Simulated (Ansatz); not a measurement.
Consider this model of amorphous In24O37Mg.

```xyz
62
Lattice="9.6079 -0.0240 -0.2173 -0.0240 9.6138 0.1975 -0.2173 0.1975 9.4643" Properties=species:S:1:pos:R:3 pbc="T T T"
In     1.6544     1.3242     7.3415
In     5.6358     8.8967     9.2726
In     7.6183     4.5659     6.7824
In     7.2002     9.6124     3.0564
In     5.2799     2.6318     3.3198
In     6.6457     2.3321     8.8709
In     0.7699     4.9566     5.4723
In     2.8594     7.6158     0.4825
In     2.5086     7.5754     6.8498
In     5.6199     4.8767     0.8366
In     1.5526     4.8948     8.6411
In     1.9373     1.8582     3.7987
In     3.7233     1.6112     0.4469
In     8.9979     3.3384     2.0024
In     8.4819     1.6064     5.3777
In     8.5919     8.1852     6.5569
In     8.6800     6.3356     0.4789
In     4.3035     4.1064     6.7249
In     6.6058     5.7670     3.8686
In     2.6889     4.8579     2.3696
In     5.0438     0.7115     6.1346
In     0.7934     8.1909     3.6273
In     9.5566     0.4807     0.3575
In     4.1749     8.4782     3.2898
O      0.6675     4.9025     1.0322
O      9.4483     8.0592     1.5397
O      3.2359     2.6028     2.3328
O      6.5514     6.7416     0.1913
O      8.2865     5.0095     4.7984
O      4.9732     1.1780     8.2750
O      2.7559     3.0416     8.2203
O      5.5712     2.6509     1.0962
O      0.2992     1.4401     2.5013
O      6.4092     8.7530     6.9966
O      2.4111     9.4368     3.8764
O      0.7640     7.2083     5.5268
O      4.2745     9.0888     1.2556
O      7.0143     2.4502     6.6078
O      5.7404     5.5901     5.9078
O      2.6213     7.0302     2.6450
O      4.2293     2.5852     5.2900
O      0.8933     2.2037     5.5707
O      9.2610     0.3885     7.2280
O      3.4988     5.3053     0.4855
O      0.0822     4.2142     7.3072
O      2.6502     5.4192     6.5498
O      8.6186     9.1924     4.5937
O      2.9797     9.6086     6.5777
O      1.7683     0.5497     9.3755
O      1.2433     7.1523     8.5484
O      4.9381     4.7674     2.9803
O      8.0236     6.5335     7.7041
O      5.3505     0.5095     3.9255
O      5.8649     4.3743     8.2630
O      6.1401     7.6896     3.2532
O      7.4752     2.1861     3.4732
O      4.1321     7.5917     8.2549
O      8.8023     2.4860    -0.0139
O      7.3585     0.1914     0.7220
O      7.6195     4.9633     1.8912
O      1.2374     4.0815     3.6418
Mg     5.9086     6.8015     7.5367
```

These are PBE, scalar-relativistic without spin-orbit coupling (plane waves to 420 eV, PAW; Ansatz, a program for electronic structure) values and carry that method's errors.

Preparation: random packing, a CHGNet melt and quench, and a DFT relaxation. O atoms were pushed apart under 1.9 Å during the dynamics, to hinder bonds among them. The hot cell started wider than the set density and was brought back towards it in steps. It is the lowest in DFT energy of 2 quenches. It is a model cell: composition and starting density were chosen by hand, and all elements were melted together. No dispersion term was used. Its density started from a set value of 6.41 and ended at 6.41 g/cm³. The quench (nominally 280 K/ps over its main leg) was far faster than any real one, so the model tends to hold more defects than a real film. A cell of this size samples the disorder only roughly. The volume was held where the preparation left it and the shape relaxed, at a PBE pressure of -1.1 GPa (tension). Stress components on the final sampling reach 1.2 GPa.

Bonds are counted up to In-In 3.12 Å, In-O 2.80 Å, In-Mg 3.16 Å, O-O 1.58 Å, O-Mg 2.48 Å, Mg-Mg 3.19 Å. Two cations that share two anions don't count as bonded, nor two that share one unless they lie closer than In-In 3.04 Å, In-Mg 3.07 Å, Mg-Mg 3.10 Å.

### Question
Give the coordination numbers, mean bond lengths and angles.

### Answer

| Quantity | Result |
|---|---|
| Mean coordination of In by anions | 5.54 (11 with 5, 13 with 6) |
| Mean coordination of O | 3.73 (10 with 3, 27 with 4) |
| Mean coordination of Mg by anions | 5.00 (1 with 5) |
| Mean In-O bond | 2.221 Å (spread 0.118 Å, 133 counted) |
| Mean O-Mg bond | 2.100 Å (spread 0.046 Å, 5 counted) |
| Bond angle at In | mean 104.8°, spread 28.8° |
| Bond angle at O | mean 109.5°, spread 16.0° |
| Bond angle at Mg | mean 104.1°, spread 25.5° |

### Question
List the pairs of like atoms that count as bonded by the rules above.

### Answer
There are none by these rules.
